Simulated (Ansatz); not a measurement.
Take CaO in the rock salt structure (space group Fm-3m, No. 225; a = 4.7671 Å) as the base.

Calculations: plane-wave PAW DFT at the PBEsol level (Ansatz, a program for electronic structure, 420 eV), no spin-orbit coupling.

Strains are applied to the cell and any free atomic positions relax.

One change was made to it. Results:

```tsv
quantity	base	after
energy relative to the base (free energy F)	0 meV/atom	+1.1 meV/atom
smallest direct gap	3.92 eV	3.90 eV
band gap	3.54 eV	3.54 eV
width of the top valence band	1.26 eV	1.29 eV
```

**Question.** What was done to the base?
A. isotropic strain +2.50 %
B. isotropic strain −3.00 %
C. isotropic strain +1.00 %
D. isotropic strain −0.50 %
E. isotropic strain −2.50 %

**Answer.** D, isotropic strain −0.50 %. For comparison, the energy relative to the base in the other runs: isotropic strain +1.00 % gives +4.2 meV/atom; isotropic strain +2.50 % gives +25 meV/atom; isotropic strain −3.00 % gives +44 meV/atom; isotropic strain −2.50 % gives +30 meV/atom.

Stability against distortions was not tested.
